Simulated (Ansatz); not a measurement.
Output of an Ansatz run (abridged):

```
WARN basis.ecutwfc = 420 eV, the default
WARN ansatz: RAYON_NUM_THREADS=1 ignored (pool sized by the plan → 1); use --threads N
Pseudopotentials: kind: paw
Pseudopotential: C, paw, valence charge 4
Crystal: 8 atoms, lattice volume = 59.568 Å³
Basis set: ecut = 420 eV, 1189 PW (Γ), exchange–correlation on 54×54×54 points (8 copies of the dense FFT grid, shifted against one another)
Bands: 24, of which v1, the nominal top of the filled ones, is band 16 counted from 1 (15 counted from 0)
Symmetry: 48 space group operations
Space group: Pm-3n (ITA 223), of the structure as read, at distance tolerance 3.9e-5 Å
k-points: 20 of 216
Initial density: superposition of atomic densities (neutral atoms: chi_scale 0, normalization atom), corrected by the library's trained network
Initial wavefunctions: pseudopotential atomic-orbital guess
Eigensolver: davidson
Functional: x = pbe(κ = 0.804, μ = 0.2195149727645171), c = pbe(β = 0.06672455060314922)
SCF iter   1: F=—  HF=-1970.969936 eV  |F-HF|=—  |Δ(HF+E_count)|=         —  Δρ=7.67e-3  dr2=4.64e-2  ethr=1.77e-3  ⟨swp⟩=4.5  Hψ=1887  notcnv=0
all-band conjugate gradients solve this SCF's bands
preconditioner: auto → Resta (q_TF=auto, 2.460 Å⁻¹)
SCF iter   2: F=—  HF=-1970.962936 eV  |F-HF|=—  |Δ(HF+E_count)|=   7.00e-3  S|Δr|=    0.00e0  Δρ=2.77e-3  dr2=5.61e-3  ethr=1.45e-4  ⟨swp⟩=1.2  Hψ=650  notcnv=0  defer=7
SCF iter   3: F=—  HF=-1970.962539 eV  |F-HF|=—  |Δ(HF+E_count)|=   3.97e-4  S|Δr|=    0.00e0  Δρ=4.80e-4  dr2=4.87e-5  ethr=1.75e-5  ⟨swp⟩=2.1  Hψ=613  notcnv=0  defer=7
SCF iter   4: F=—  HF=-1970.962577 eV  |F-HF|=—  |Δ(HF+E_count)|=   3.81e-5  S|Δr|=    0.00e0  Δρ=1.16e-4  dr2=1.17e-5  ethr=1.52e-7  ⟨swp⟩=2.1  Hψ=709  notcnv=0  defer=7
SCF iter   5: F=-1970.962575 eV  HF=-1970.962576 eV  |F-HF|=6.59e-8  |Δ(HF+E_count)|=   1.84e-6  S|Δr|=    0.00e0  Δρ=1.11e-5  dr2=9.63e-8  ethr=3.13e-10  ⟨swp⟩=5.5  Hψ=2033  notcnv=0
SCF 1 converged in 5 iterations: F = -1970.962575 eV  dr2 = 9.63e-8
SCF converged after 5 iterations
Stability not checked (fill_not_monotonic)
Free energy (F): -1970.962575 eV
Harris-Foulkes:  -1970.962576 eV  (|F-HF|=6.59e-8)
Internal energy: -1970.962591 eV  (E = F + TS)
E sigma→0 (E₀):  -1970.962581 eV
Entropy (-TS):   0.000016 eV (0.002 meV/atom)
Fermi energy:    9.988123 eV
--- Per-component energies (eV) ---
  E_band       = 95.897782
  E_kinetic    = 616.145364
  E_local      = -360.236754  (includes V_loc(G=0)·N_el)
  E_nonlocal   = 229.544813
  E_hartree    = 48.415702
  E_xc         = -367.730338
  E_vxc        = -454.363973  (∫ρ·V_xc dr)
  E_paw        = -777.087013  (= ΣΔE_a)
  E_vpaw       = -32.023016  (= ΣTr[D̂ρ^β])
  E_aug_tail   = 0.000008  (compensation charges beyond the density's cutoff)
  E_ewald      = -1360.014373
  E_smearing   = 0.000016  (= −TS)
  E_closure    = 0.000000  (closes the sum)
  Σ components = -1970.962575   (vs F -1970.962575, Δ=0.00e0)
--- Forces (eV/Å), atoms counted from 1 ---
  atom   1  C      0.00000000    -0.00000000     0.00000000
   [... zero for the other atoms too ...]
  max |Σ_I F_I| component: 1.02e-16 eV/Å
--- Stress (GPa, compression-positive) ---
       -3.527251      -0.000000       0.000000
       -0.000000      -3.527251       0.000000
        0.000000       0.000000      -3.527251
  P = ⅓ Tr σ = -3.5273 GPa (-35.273 kbar)
  The stress holds the Pulay correction. Without it, at fixed plane waves, as pw.x and ABINIT print it: P = -4.0589 GPa
--- Band table (eV; the first three rows and the last of 20) ---
  k-point 0: bands = ["-8.4569", "-1.1233", "-1.1233", "-0.9925", "0.3981", "0.3981", "0.3981", "4.9470", "4.9470", "5.6883", "7.0171", "7.0171", "7.0171", "7.0274", "7.0274", "7.0274", "9.1890", "9.1890", "9.1890", "9.5105", "12.9301", "12.9301", [...]
  k-point 1: bands = ["-8.2284", "-2.8697", "-0.9228", "-0.8302", "0.6231", "0.6231", "2.4643", "3.8199", "3.8977", "5.4448", "5.6860", "5.6860", "7.1890", "7.1890", "8.1451", "8.7094", "9.3754", "9.3994", "10.5312", "10.5312", "12.0521", "12.0521", [...]
  k-point 2: bands = ["-7.5444", "-4.8391", "-0.3272", "-0.2191", "1.2915", "1.2915", "2.0004", "2.2117", "3.9058", "3.9058", "5.7309", "5.9123", "7.6316", "7.6316", "7.6872", "9.9161", "10.4720", "10.4720", "11.0078", "11.2125", "11.7208", [...]
  k-point 19: bands = ["-2.4537", "-2.4537", "-2.4537", "-2.4537", "-2.4537", "-2.4537", "-2.2927", "-2.2927", "10.4885", "10.4885", "10.4885", "10.4885", "10.4885", "10.4885", "11.4986", "11.4986", "12.0807", "12.0807", "12.0807", "12.0807", [...]
```

The structure:

```
CELL_PARAMETERS angstrom
      3.90545     0.00000     0.00000
      0.00000     3.90545     0.00000
      0.00000     0.00000     3.90545
ATOMIC_POSITIONS crystal
  C  0.25000 0.00000 0.50000
  C  0.75000 0.00000 0.50000
  C  0.00000 0.50000 0.25000
  C  0.00000 0.50000 0.75000
  C  0.50000 0.25000 0.00000
  C  0.50000 0.75000 0.00000
  C  0.00000 0.00000 0.00000
  C  0.50000 0.50000 0.50000
```

**Question.** Write an input that gives this output.

**Answer.** Other spellings and defaults could give the same log, and not every line can be read from it. The input that was run (DFT, PBE, plane waves, default PAW files):

Ansatz 0.2 input:
```yaml
crystal:
  lattice:
    - [3.905449, 0.000000, 0.000000]
    - [0.000000, 3.905449, 0.000000]
    - [0.000000, 0.000000, 3.905449]
  atoms:
    - { symbol: C, position: [0.250000, 0.000000, 0.500000] }
    - { symbol: C, position: [0.750000, 0.000000, 0.500000] }
    - { symbol: C, position: [0.000000, 0.500000, 0.250000] }
    - { symbol: C, position: [0.000000, 0.500000, 0.750000] }
    - { symbol: C, position: [0.500000, 0.250000, 0.000000] }
    - { symbol: C, position: [0.500000, 0.750000, 0.000000] }
    - { symbol: C, position: [0.000000, 0.000000, 0.000000] }
    - { symbol: C, position: [0.500000, 0.500000, 0.500000] }
kpoints:
  mp_grid:
    grid: [6, 6, 6]
hamiltonian:
  xc: pbe
  pseudopotentials:
    kind: paw
scf:
  occupations:
    method: cold
    width: 0.05
output:
  forces: true
  eigenvalues: true
  stress: true
```

The starting cell was generated: these elements placed on a structure prototype, without a prior relaxation; it need not be a known phase or ordering of this composition. With a pressure of about -4 GPa the cell is away from its equilibrium volume at this level. Ansatz's pressure includes its estimate of the finite-basis (Pulay) stress. Without the estimate this run gives -4.06 GPa.

Ansatz is a first-principles code.
